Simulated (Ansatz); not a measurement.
One N atom on a Si site, 3x3x3 cubic cells, neutral, without spin. Cell 16.41 × 16.41 × 16.41 Å, Si215N, 216 atoms. 

Basis: localised support functions (accuracy medium) on a full density matrix. k-points: zone centre alone; occupations: Fermi-Dirac, 0.0050 eV; spin polarisation not allowed. Spin-orbit coupling is left out.

Problem. Give the gap and bonding at the level PBE, support functions at accuracy medium on the grid of 420 eV run with Ansatz (a program for electronic structure).

Solution. 
- electronic character of the cell = no gap resolved at this smearing
- coordination (neighbours within 2.842 Å) = 100.0 % 4-fold
- N-Si bonds, mean ± spread = 2.041 ± 0.001 Å
- Si-Si bonds, mean ± spread = 2.372 ± 0.009 Å
- bond angles, mean ± spread = 109.5° ± 1.3°
- pressure = -0.42 GPa
